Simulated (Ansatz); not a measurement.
Amorphous Ti$_{20}$O$_{43}$Sc$_{2}$

It comes from a melt-quench run on a machine-learned potential (CHGNet), relaxed afterwards by DFT. O atoms were pushed apart under 1.9 Å during the dynamics, to hinder bonds among them. The hot cell started wider than the set density and was brought back towards it in steps. It is the lowest in DFT energy of 2 quenches. It is a model cell: composition and starting density were chosen by hand, and all elements were melted together. No dispersion term was used.

Methods: PBE, scalar-relativistic without spin-orbit coupling (Ansatz, a program for electronic structure); r2SCAN, scalar-relativistic without spin-orbit coupling (Ansatz); HSE06, scalar-relativistic without spin-orbit coupling (Ansatz). Geometry, pressure, stress and energy are those of the PBE run. Its sampling: a 2×2×2 Γ-centred mesh; Fermi-Dirac width 0.02 eV; no spin polarisation. Other functionals are single points at the zone centre (r2SCAN at 500 eV; exact exchange cut at the cell's faces), free to take moments where seeds were set. At PBE the levels at the filled edge of the gap are localised (band-tail or defect states), and the nearest spread-out levels lie 3.0 eV apart at the zone centre.

```yaml
number_of_atoms_in_the_cell: 65
Density (held, not predicted): 3.60 g/cm³
volume_per_atom: 12.31 Å³
Pressure on a 2×2×2 Γ-centred mesh: 0.63 GPa
Largest force and stress component on that mesh (the relaxation ran on the zone centre alone): 0.10 eV/Å and 0.7 GPa
Level gap on a 2×2×2 Γ-centred mesh (PBE): 2.68 eV
Level gap at the zone centre (PBE): 2.71 eV
Level gap at the zone centre (r2SCAN): 3.07 eV
Level gap at the zone centre (HSE06): 4.28 eV
```

Cut-offs for bonds: Ti-Ti 3.12 Å, Ti-O 2.58 Å, Ti-Sc 3.27 Å, O-O 1.58 Å, O-Sc 2.60 Å, Sc-Sc 3.41 Å. Two cations that share two anions don't count as bonded, nor two that share one unless they lie closer than Ti-Ti 3.04 Å, Ti-Sc 3.18 Å, Sc-Sc 3.32 Å.

```json
{
  "Mean coordination of Ti by anions": "5.45 (1 with 4, 9 with 5, 10 with 6)",
  "Mean coordination of O": "2.84 (10 with 2, 30 with 3, 3 with 4)",
  "Mean coordination of Sc by anions": "6.50 (1 with 6, 1 with 7)",
  "Mean Ti-O bond": "1.969 Å (spread 0.152 Å, 109 counted)",
  "Mean O-Sc bond": "2.193 Å (spread 0.128 Å, 13 counted)"
}
```

Its density started from a set value of 3.60 g/cm³. The quench (nominally 360 K/ps over its main leg) was far faster than any real one, so the model tends to hold more defects than a real film. Values belong to this one cell and scatter from quench to quench. The volume was held where the preparation left it and the shape relaxed, at a PBE pressure of 0.6 GPa. Stress components on the final sampling reach 0.7 GPa.
